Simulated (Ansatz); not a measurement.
**TiSi2: Si → Al**

Consider TiSi₂ (space group Cmcm, No. 63; a = 3.527 Å, b = 13.523 Å, c = 3.566 Å).

Now apply this change: every Si is replaced by Al; the structure is relaxed again.

Computed with plane-wave PAW DFT at the r2SCAN level (Ansatz, a first-principles code, 500 eV), without spin-orbit coupling, earlier PAW set. Γ-centred 12×12×12 mesh, Fermi–Dirac width 0.05 eV, for the changed cell.

- Volume per atom: 15.97 Å³ (base 14.17 Å³)
- Space group: Cmcm (No. 63) (base Cmcm (No. 63))
- Shortest interatomic distance: 2.732 Å (base 2.380 Å)
- Band gap: zero (base zero)

Final structure:

```
TiAl2
1.0
    1.97478    -6.42475     0.00000
    1.97478     6.42475     0.00000
    0.00000     0.00000     3.77515
Al Ti
4 2
Direct
  0.92172   0.07828   0.75000
  0.07828   0.92172   0.25000
  0.24920   0.75080   0.75000
  0.75080   0.24920   0.25000
  0.58361   0.41639   0.75000
  0.41639   0.58361   0.25000
```

Stability against distortions was not tested. As relaxed here, TiAl2 is a hypothetical phase, not in the database extracts checked. The final runs are not spin-polarised. TiAl2 has a high density of states at the Fermi level and may be magnetic at this level.
